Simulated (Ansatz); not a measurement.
A self-consistent single point of Ga₂Cu (P4/mmm, 3 atoms in the cell) with Ansatz (an electronic-structure program).

Level of theory: LDA (PW92), PAW files made with PBE (plane waves; Ansatz).

The change in words: lattice scaled by 0.98. Reference geometry:
```
Ga2Cu
1.0
    2.79944     0.00000     0.00000
    0.00000     2.79944     0.00000
    0.00000     0.00000     5.80334
Ga Cu
2 1
Direct
  0.50000   0.50000   0.28432
  0.50000   0.50000   0.71568
  0.00000   0.00000   0.00000
```

Reference input (self-consistent single point, DFT, LDA (PW92), plane waves, PAW files made with PBE): kpoints.mp_grid.grid = 8 8 4; hamiltonian.xc = lda; hamiltonian.pseudopotentials = {kind: paw} (the program's default PAW files); scf.occupations.method = gaussian; scf.occupations.width = 0.136 eV. This run's input differs from it in these lines:

```diff
@@ -2,8 +2,8 @@
   lattice:
-    - [2.799440, 0.000000, 0.000000]
-    - [0.000000, 2.799440, 0.000000]
-    - [0.000000, 0.000000, 5.803340]
+    - [2.743451, 0.000000, 0.000000]
+    - [0.000000, 2.743451, 0.000000]
+    - [0.000000, 0.000000, 5.687273]
   atoms:
-    - { symbol: Ga, position_ang: [1.399720, 1.399720, 1.650006] }
-    - { symbol: Ga, position_ang: [1.399720, 1.399720, 4.153334] }
+    - { symbol: Ga, position_ang: [1.371725, 1.371725, 1.617005] }
+    - { symbol: Ga, position_ang: [1.371725, 1.371725, 4.070268] }
     - { symbol: Cu, position_ang: [0.000000, 0.000000, 0.000000] }
```

The program printed (abridged):

```
SCF iter   1: F=—  HF=-13972.893674 eV  |F-HF|=—  |Δ(HF+E_count)|=         —  Δρ=3.00e-1  dr2=2.85e1  ethr=3.10e-3  ⟨swp⟩=4.3  Hψ=4284  notcnv=0
all-band conjugate gradients solve this SCF's bands
preconditioner: auto → Kerker (q_TF=auto, 2.751 Å⁻¹)
SCF iter   2: F=—  HF=-13970.684632 eV  |F-HF|=—  |Δ(HF+E_count)|=    2.21e0  Δρ=1.06e-1  dr2=4.56e0  ethr=3.10e-3  ⟨swp⟩=2.0  Hψ=2779  notcnv=0  defer=13
   [... lines left out ...]
SCF iter   8: F=—  HF=-13970.021139 eV  |F-HF|=—  |Δ(HF+E_count)|=   1.79e-4  Δρ=2.80e-4  dr2=5.65e-5  ethr=2.57e-6  ⟨swp⟩=1.9  Hψ=1305  notcnv=0  defer=19
SCF iter   9: F=—  HF=-13970.021121 eV  |F-HF|=—  |Δ(HF+E_count)|=   1.84e-5  Δρ=8.41e-5  dr2=3.77e-6  ethr=1.25e-7  ⟨swp⟩=2.0  Hψ=2154  notcnv=0  defer=19
SCF iter  10: F=—  HF=-13970.021121 eV  |F-HF|=—  |Δ(HF+E_count)|=   3.21e-8  Δρ=5.24e-5  dr2=1.07e-6  ethr=8.38e-9  ⟨swp⟩=2.0  Hψ=2209  notcnv=0  defer=19
SCF iter  11: F=-13970.021120 eV  HF=-13970.021120 eV  |F-HF|=3.46e-8  |Δ(HF+E_count)|=   4.51e-7  Δρ=1.20e-5  dr2=5.73e-8  ethr=2.22e-10  ⟨swp⟩=4.7  Hψ=5507  notcnv=0
SCF 1 converged in 11 iterations: F = -13970.021120 eV  dr2 = 5.73e-8
Free energy (F): -13970.021120 eV
Internal energy: -13970.012490 eV  (E = F + TS)
E sigma→0 (E₀):  -13970.016805 eV
Entropy (-TS):   -0.008630 eV (-2.877 meV/atom)
Fermi energy:    13.409247 eV
--- Forces (eV/Å), atoms counted from 1 ---
  atom   1  Ga    -0.00000000     0.00000000    -0.02557116
  atom   2  Ga     0.00000000     0.00000000     0.02557116
  atom   3  Cu     0.00000000     0.00000000     0.00000000
--- Stress (GPa, compression-positive) ---
        1.508747      -0.000000       0.000000
       -0.000000       1.508747      -0.000000
        0.000000      -0.000000       1.343255
  P = ⅓ Tr σ = 1.4536 GPa (14.536 kbar)
  The stress holds the Pulay correction. Without it, at fixed plane waves, as pw.x and ABINIT print it: P = 1.3999 GPa
```

The run converged in 11 iterations. Against the reference run the free energy goes down by 10.8 meV/atom, the pressure goes from -4.94 to 1.45 GPa and the largest force goes from 0.162 to 0.026 eV/Å.

The starting cell comes from a database of computed structures (which also holds hypothetical and non-ambient phases and stackings), without a prior relaxation at this level. For this run, on top of that: lattice scaled by 0.98. Spin polarisation is off. Ansatz's pressure includes its estimate of the finite-basis (Pulay) stress.

Keys are those of Ansatz 0.2.
